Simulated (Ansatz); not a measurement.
A computed series for Ir: response to strain

Consider Ir in the fcc (Cu type) structure (space group Fm-3m, No. 225; a = 3.8311 Å; relaxed with 0.1 eV smearing).

Strains are applied to the cell and any free atomic positions relax.

Calculations: PBEsol, PAW, 420 eV (Ansatz, a program for electronic structure; spin-orbit coupling left out).

Notes on the quantities. energy relative to the base: free energy F.

```tsv
variant	volume per atom	energy relative to the base	pressure
base	14.06 Å³	0 meV/atom	0.0 GPa
isotropic strain −3.00 %	12.83 Å³	+155 meV/atom	[?]
isotropic strain −2.50 %	13.03 Å³	+105 meV/atom	[?]
isotropic strain −1.50 %	13.43 Å³	+36 meV/atom	19.6 GPa
isotropic strain −1.00 %	13.64 Å³	[?]	12.5 GPa
isotropic strain −0.50 %	13.85 Å³	+3.9 meV/atom	6.0 GPa
isotropic strain +1.00 %	14.48 Å³	+15 meV/atom	-10.7 GPa
isotropic strain +1.50 %	14.70 Å³	+32 meV/atom	-15.4 GPa
isotropic strain +2.50 %	15.14 Å³	+86 meV/atom	-23.6 GPa
isotropic strain +3.00 %	15.36 Å³	+121 meV/atom	[?]
```

Question: Complete the table.

Answer: 
- isotropic strain −3.00 %, pressure: 44.3 GPa
- isotropic strain −2.50 %, pressure: 35.4 GPa
- isotropic strain −1.00 %, energy relative to the base: +16 meV/atom
- isotropic strain +3.00 %, pressure: -27.3 GPa

Whether these cells are dynamically stable was not tested. The final runs are not spin-polarised.
